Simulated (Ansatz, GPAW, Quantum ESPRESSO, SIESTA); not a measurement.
Code comparison for ZnS (P6_3mc, 8 atoms in the cell)

Self-consistent single point.

```
CELL_PARAMETERS angstrom
      3.80895     0.00000     0.00000
     -1.90447     3.29865     0.00000
      0.00000     0.00000    12.45260
ATOMIC_POSITIONS crystal
  Zn 0.66667 0.33333 0.74993
  Zn 0.33333 0.66667 0.24993
  Zn 0.00000 0.00000 0.50000
  Zn 0.00000 0.00000 0.00000
  S  0.66667 0.33333 0.93773
  S  0.33333 0.66667 0.43773
  S  0.00000 0.00000 0.68734
  S  0.00000 0.00000 0.18734
```

Shared settings, as Ansatz (a quantum-chemistry and plane-wave program) writes them: kpoints.mp_grid.grid = 6 6 2; scf.occupations.method = fixed. Potentials and cutoffs stand in the table.

| code | model | pressure (GPa) | largest force (eV/Å) | gap on the mesh (eV) | cutoff |
|---|---|---|---|---|---|
| Quantum ESPRESSO | PBE, GBRV 1.5 ultrasoft (PBE) pseudopotentials | 2.10 | 0.014 | 2.182 | 50 Ry |
| SIESTA | GGA PBE, numerical atomic orbitals DZP, PseudoDojo PBE standard norm-conserving potentials (rewritten from UPF to PSML) | 0.79 | 0.025 | 2.595 | grid 350 Ry |
| Ansatz | PBE, PAW files | 2.24 | 0.014 | 2.182 | 420 eV |
| GPAW | PBE, GPAW PAW datasets PBE (gpaw-data 1.0.1) | 2.37 | 0.015 | 2.179 | 800 eV |

Gaps are read on the mesh.

The spread over the programs that give each value: pressure within 1.58 GPa; largest force within 0.011 eV/Å; gap on the mesh within 0.416 eV.

SIESTA uses small atom-centred bases, whose incompleteness enters pressures, forces and empty levels differently from a plane-wave cutoff. Ansatz's pressure is given at a fixed set of plane waves, as the other plane-wave codes print theirs; with its correction for the finite basis it is 2.31 GPa. In the pressure, SIESTA (by 1.45) lies more than 1 GPa from the median of the plane-wave programs. In the gap, SIESTA (by 0.414) lies more than 0.12 eV from the median of the plane-wave programs.

On the base mesh (7 7 2) the same programs gave: Ansatz pressure 2.23 GPa, gap on the mesh 2.182 eV; Quantum ESPRESSO pressure 2.10 GPa, gap on the mesh 2.182 eV; GPAW pressure 2.37 GPa, gap on the mesh 2.179 eV; SIESTA pressure 0.78 GPa, gap on the mesh 2.596 eV.

The starting cell comes from a database of computed structures (which also holds hypothetical and non-ambient phases and stackings), without a prior relaxation at this level.

Left out of this page: CP2K (on another mesh).

Keys are those of Ansatz 0.2.
